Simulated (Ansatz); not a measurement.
# Be$_{2}$C (space group Fm-3m, No. 225)

Be2C is taken in the cubic space group Fm-3m (No. 225), Pearson symbol cF12. Cell: a = b = c = 4.328 Å, α = β = γ = 90.00°. Be on 8c sees 4 C at 1.874 Å and 6 Be at 2.164 Å. C on 4a sees 8 Be at 1.874 Å (cubic). (Neighbours: up to the widest gap in distance over summed covalent radii, below 1.35, at either atom; cation-cation and far metal-metal contacts left out.)
(The calculation used a cell of 3 atoms; values per cell refer to that cell.)

Calculations: PBE (Ansatz, a program for electronic structure, PAW, no SOC). Γ-centred 13×13×13 mesh, Fermi–Dirac width 0.05 eV.

The volume per atom comes out as 6.76 Å³, the density is 2.46 g/cm³ and the band gap comes out as 1.17 eV, indirect, Γ → X. The electron mass is 0.69 mₑ along k, 0.23 mₑ across. The hole mass (degenerate bands, along [100]) comes out as 0.26, 0.26, 0.42 mₑ and the lowest conduction-band minima above the VBM is X along ⟨100⟩ 1.17 eV. The total energy comes out as -145.724 eV/atom (σ→0; compares only within this code and set-up).

Effective masses come from finite differences of ±0.01 Å⁻¹. Along k means along the line from Γ to the band edge. Whether these cells are dynamically stable was not tested.
